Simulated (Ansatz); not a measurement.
# Parameter sweep on a (001) slab of LaYMg6 (cut from a parent of space group no. 38; 16 atoms in the cell)

```yaml
crystal:
  lattice:
    - [4.92573, 0.00000, 0.00000]
    - [0.00000, 8.25544, 0.00000]
    - [0.00000, 0.00000, 21.61450]
  atoms:
    - { symbol: La, position: [0.50000, 0.50000, 0.55995] }
    - { symbol: La, position: [0.50000, 0.00000, 0.32713] }
    - { symbol: Y, position: [0.50000, 0.50000, 0.32386] }
    - { symbol: Y, position: [0.50000, 0.00000, 0.55667] }
    - { symbol: Mg, position: [0.50000, 0.24381, 0.67421] }
    - { symbol: Mg, position: [0.50000, 0.75619, 0.67421] }
    - { symbol: Mg, position: [0.00000, 0.23811, 0.56170] }
    - { symbol: Mg, position: [0.00000, 0.76189, 0.56170] }
    - { symbol: Mg, position: [0.00000, 0.50000, 0.67614] }
    - { symbol: Mg, position: [0.00000, 0.50000, 0.44252] }
    - { symbol: Mg, position: [0.50000, 0.74381, 0.44139] }
    - { symbol: Mg, position: [0.50000, 0.25619, 0.44139] }
    - { symbol: Mg, position: [0.00000, 0.73811, 0.32888] }
    - { symbol: Mg, position: [0.00000, 0.26189, 0.32888] }
    - { symbol: Mg, position: [0.00000, 0.00000, 0.44332] }
    - { symbol: Mg, position: [0.00000, 0.00000, 0.67534] }
```

Base run A: LDA (PW92), default PAW files made with PBE in Ansatz (a quantum-chemistry and plane-wave program), self-consistent single point.

Its settings: basis.ecutwfc = 420 eV; kpoints.mp_grid.grid = 5 3 1; hamiltonian.xc = lda; hamiltonian.pseudopotentials = {kind: paw} (the program's default PAW files); scf.occupations.method = methfessel_paxton; scf.occupations.width = 0.1 eV.

The starting cell comes from a database of computed structures (which also holds hypothetical and non-ambient phases and stackings), without a prior relaxation at this level. The slab is cut from that crystal, and its faces are unrelaxed. Its lattice was rescaled in the plane by a random factor within 2.5 % of one. The two faces of this cut differ, and no dipole correction was used.

ΔF is the free energy per atom less that of run A. 

Run A gave: largest force (eV/Å) 0.452; iterations 9.

Runs:
- B: scf.mixing.preconditioner: default (the program chose LDOS) → none
- C: scf.mixing.preconditioner: default (the program chose LDOS) → kerker
- D: scf.mixing.preconditioner: default (the program chose LDOS) → kerker_dos
- E: scf.mixing.preconditioner: default (the program chose LDOS) → resta; scf.mixing.eps_inf: default → 10
- F: scf.mixing.preconditioner: default (the program chose LDOS) → ldos
- G: scf.mixing.preconditioner: default (the program chose LDOS) → local_kerker
- H: scf.mixing.preconditioner: default (the program chose LDOS) → kerker; scf.mixing.q_tf: default → 0.2
- I: scf.mixing.preconditioner: default (the program chose LDOS) → kerker; scf.mixing.q_tf: default → 0.5
- J: scf.mixing.preconditioner: default (the program chose LDOS) → kerker; scf.mixing.q_tf: default → 1.5

Problem. Which runs reach the base run's state, and which is quickest in iterations?

Solution. Runs B, C, D, E, F, G, H, I, J reached the same state as A (within 1 meV/atom). The fewest iterations to that state were 9 (A, F); the most were 24.

```json
[
 {"run": "A", "ΔF (meV/atom)": "0.00", "largest force (eV/Å)": "0.452", "iterations": "9"},
 {"run": "B", "ΔF (meV/atom)": "0.00", "largest force (eV/Å)": "0.452", "iterations": "19"},
 {"run": "C", "ΔF (meV/atom)": "0.00", "largest force (eV/Å)": "0.452", "iterations": "24"},
 {"run": "D", "ΔF (meV/atom)": "0.00", "largest force (eV/Å)": "0.452", "iterations": "22"},
 {"run": "E", "ΔF (meV/atom)": "0.00", "largest force (eV/Å)": "0.452", "iterations": "12"},
 {"run": "F", "ΔF (meV/atom)": "0.00", "largest force (eV/Å)": "0.452", "iterations": "9"},
 {"run": "G", "ΔF (meV/atom)": "0.00", "largest force (eV/Å)": "0.452", "iterations": "13"},
 {"run": "H", "ΔF (meV/atom)": "0.00", "largest force (eV/Å)": "0.452", "iterations": "18"},
 {"run": "I", "ΔF (meV/atom)": "0.00", "largest force (eV/Å)": "0.452", "iterations": "17"},
 {"run": "J", "ΔF (meV/atom)": "0.00", "largest force (eV/Å)": "0.452", "iterations": "21"}
]
```

Keys are those of Ansatz 0.2.
